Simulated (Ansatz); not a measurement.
The starting structures come from a database of crystals and need not be the phases stable at ambient conditions.

 Where the default PAW files enter, the runs use the earlier of Ansatz's two default sets.

Input:

```
MgSe
1.0
    4.19870     0.00000     0.00000
   -2.09935     3.63618     0.00000
    2.09935    -1.21206     3.42823
Mg Se
1 1
Direct
  0.00000   0.00000   0.00000
  0.25000   0.75000   0.25000
```

Space group of this cell: F-43m, zinc blende. The cell is taken as given.

The current runs along the normal of the first two printed vectors, the (111) plane. All runs by Ansatz (a quantum-chemistry and plane-wave program), plane waves and PAW, without spin-orbit coupling; the base is r2SCAN.

```csv
run,mean pressure (GPa),gap (eV),mid-gap κ (1/Å)
base,0.3,3.36,0.211
all lengths scaled by 0.98,3.7,3.65,0.220
all lengths scaled by 1.02,-2.4,___,___
lda in place of r2scan,-1.6,2.40,0.164
"lengths across the current scaled by 0.98, ions clamped",2.5,3.52,0.215
"lengths across the current scaled by 1.02, ions clamped",-1.6,3.13,0.207
"lengths along the current scaled by 0.97, ions clamped",2.0,___,___
"lengths along the current scaled by 1.03, ions clamped",-1.1,___,___
pbesol in place of r2scan,0.0,2.52,0.171
```

**Question.** Fill in the missing entries.

**Answer.** 
- all lengths scaled by 1.02, gap (eV): 3.09
- all lengths scaled by 1.02, mid-gap κ (1/Å): 0.202
- lengths along the current scaled by 0.97, ions clamped, gap (eV): 3.42
- lengths along the current scaled by 0.97, ions clamped, mid-gap κ (1/Å): 0.218
- lengths along the current scaled by 1.03, ions clamped, gap (eV): 3.18
- lengths along the current scaled by 1.03, ions clamped, mid-gap κ (1/Å): 0.204
